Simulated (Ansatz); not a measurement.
Ge2Sb2Te5 (model structure, P3m1, No. 156, 9 atoms in the cell), treated with r²SCAN (Ansatz, a quantum-chemistry and plane-wave program, PAW).

Settings: plane-wave cutoff 560 eV, 12×12×2 k mesh (along the axes of the cell as run), Fermi–Dirac smearing 0.01 eV, scalar-relativistic PAW data made under PBE.

Cell (relaxed at this level):

```cif
data_Ge2Sb2Te5
_chemical_formula_sum 'Te5 Sb2 Ge2'
_space_group_name_H-M_alt 'P 1'
_space_group_IT_number 1
_cell_length_a 4.24405
_cell_length_b 4.24405
_cell_length_c 18.00547
_cell_angle_alpha 90.000
_cell_angle_beta 90.000
_cell_angle_gamma 120.000
loop_
_space_group_symop_operation_xyz
  'x, y, z'
loop_
_atom_site_label
_atom_site_type_symbol
_atom_site_fract_x
_atom_site_fract_y
_atom_site_fract_z
_atom_site_occupancy
Te1 Te 0.00000 0.00000 0.99541 1
Sb1 Sb 0.33333 0.66667 0.09278 1
Te2 Te 0.66667 0.33333 0.20260 1
Sb2 Sb 0.00000 0.00000 0.31703 1
Te3 Te 0.33333 0.66667 0.41183 1
Te4 Te 0.66667 0.33333 0.58940 1
Ge1 Ge 0.00000 0.00000 0.66645 1
Te5 Te 0.33333 0.66667 0.79366 1
Ge2 Ge 0.66667 0.33333 0.87201 1
```

**Question.** Give the computed band gap.

**Answer.** 
band gap: 0.34 eV (on the SCF k mesh)

Note: the relaxation could raise the start's symmetry but not lower it, so the cell can be a saddle point; the cell has widely spaced layers and the level no dispersion term, so their spacing and the moduli can rest on weak binding.

Spin–orbit coupling is not included; with these elements it can move the gap by several tenths of an eV or more.

Cost on a shared machine: roughly 40 core-minutes.

A model structure was made by putting elements into a prototype or built by hand; it is no filed structure, need not be a known phase, and can be a saddle point held by its symmetry.
